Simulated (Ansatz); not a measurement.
**CuAu: uniaxial strain ε_zz = −1.50 %**

Take CuAu (space group P4/mmm, No. 123; a = 2.8694 Å, c = 3.6452 Å; relaxed with 0.1 eV smearing) as the base. Axes: x, y, z lie along a, b, c of the conventional cell.

One thing is altered: uniaxial strain ε_zz = −1.50 %, all other strain components held at zero, atoms relaxed at fixed cell.

Computed with Ansatz (a quantum-chemistry and plane-wave program) PBE, spin-orbit coupling left out. Γ-centred 20×20×16 mesh, Fermi–Dirac width 0.1 eV.

- Volume per atom = 14.78 Å³ (base 15.01 Å³)
- Shortest interatomic distance = 2.709 Å (base 2.727 Å)
- Energy relative to the base (free energy F) = +1.6 meV/atom
- Pressure (mean of the normal stresses, compression positive) = 2.2 GPa (base 0.0 GPa)
- Band gap = zero (base zero)
- Stress (xx, yy, zz, yz, xz, xy; compression positive) = (2.1, 2.1, 2.3, 0.0, 0.0, 0.0) GPa

Cost of the whole job for the changed cell (relaxation, final SCF and bands): roughly 23 core-seconds.

Whether these cells are dynamically stable was not tested. The final runs are not spin-polarised.
